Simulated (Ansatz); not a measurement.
# How far PBE-D3(BJ) and r2SCAN+rVV10 part for ZrS2, biaxial strain +0.49 %, plane normal [001], relaxed out of plane

Start from ZrS₂ in the CdI2 type structure (space group P-3m1, No. 164; a = 3.635 Å, c = 5.720 Å; layered, stacked along the Cartesian z axis). Axes: x lies along a and z along c of the hexagonal cell.

(Cell as relaxed with PBE-D3(BJ).)

Levels (all Ansatz, a program for electronic structure, PAW): PBE-D3(BJ) (420 eV, no SOC); r2SCAN+rVV10 (500 eV, spin-orbit coupling left out).

Each level relaxes its own structure.

| base | PBE-D3(BJ) | r2SCAN+rVV10 |
|---|---|---|
| volume per atom | 21.81 Å³ | 22.84 Å³ |
| lattice parameter a | 3.635 Å | 3.674 Å |
| band gap | 0.66 eV | 1.17 eV |

The change: tensile biaxial strain of 0.49 % in the plane normal to [001], as in epitaxy on a mismatched substrate; the out-of-plane cell vector and the atoms relax.

| quantity | PBE-D3(BJ) | r2SCAN+rVV10 |
|---|---|---|
| volume per atom | 21.99 Å³ | [?] |
| gap character | indirect, Γ → L | [?] |
| band gap | 0.69 eV | [?] |

Problem. Given the PBE-D3(BJ) results, estimate those of r2SCAN+rVV10.

Solution. 
- volume per atom, r2SCAN+rVV10: 23.01 Å³
- gap character, r2SCAN+rVV10: indirect, K–Γ (87 % along) → L
- band gap, r2SCAN+rVV10: 1.19 eV

PBE-D3(BJ)'s volume per atom lies 1.02 Å³ below r2SCAN+rVV10's (4.5 %); they disagree on the gap character; PBE-D3(BJ)'s band gap lies 0.50 eV below r2SCAN+rVV10's. Neither level is exact; r2SCAN+rVV10 is the comparison here, not a measurement.

No phonon test of stability was made.
